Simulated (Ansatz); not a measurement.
# As (Pm-3m, No. 221, 1 atoms in the cell; start mp-10; another form than the element's usual one)

All values below come from r²SCAN+rVV10 (Ansatz, a program for electronic structure, PAW).

Run with plane-wave cutoff 560 eV, 20×20×20 k mesh, Fermi–Dirac smearing 0.05 eV, scalar-relativistic PAW data made under PBE.

Cell (relaxed at this level):

```cif
data_As
_chemical_formula_sum 'As1'
_space_group_name_H-M_alt 'Pm-3m'
_space_group_IT_number 221
_space_group_name_Hall '-P 4 2 3'
_cell_length_a 2.69440
_cell_length_b 2.69440
_cell_length_c 2.69440
_cell_angle_alpha 90.000
_cell_angle_beta 90.000
_cell_angle_gamma 90.000
loop_
_atom_site_label
_atom_site_type_symbol
_atom_site_symmetry_multiplicity
_atom_site_Wyckoff_symbol
_atom_site_fract_x
_atom_site_fract_y
_atom_site_fract_z
_atom_site_occupancy
As1 As 1 b 0.50000 0.50000 0.50000 1
```

```json
{
  "band_gap": "zero (no gap)"
}
```

Note: the relaxation could not lower the start's symmetry, so the cell can be a saddle point above a distorted one.

Spin–orbit coupling is not included.

A start named mp-… is a Materials Project structure, which need not be a measured phase.
